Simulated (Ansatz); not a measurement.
The starting structures come from a database of crystals and need not be the phases stable at ambient conditions.

Where the default PAW files enter, the runs use the earlier of Ansatz's two default sets.

**Evanescent states of MgTe (Fm-3m, rock salt, not sure to be the ambient phase, 2 atoms a cell, 26.3 Å³ an atom) along the normal of (110)**

All values below come from PBEsol (plane waves, PAW; Ansatz, a quantum-chemistry and plane-wave program).

The gap is the functional's own, uncorrected, and κ follows it; spin-orbit coupling is left out. Mid-gap means the computed energy nearest the middle.

Energies count from the valence-band top; κ is the least over a 8×6 mesh across the current.

```
E (eV)  κ (1/Å)  where
------  -------  -----
0.03      0.029      Γ
0.07      0.047      Γ
0.12      0.059      Γ
0.17      0.069      Γ
0.23      0.077      Γ
0.28      0.080      Γ
0.33      0.067      Γ
0.38      0.051      Γ
0.42      0.023      Γ
```

Task: How thick must the barrier be to attenuate the transmission by 10^4 when the electrodes' Fermi level lies at 0.42 eV, and what attenuation does that film give at 0.28 eV?

Result: d = 4 ln 10 / (2 × 0.023) = 200.2 Å. At 0.28 eV it gives 4 × 0.080/0.023 = 13.9 decades.
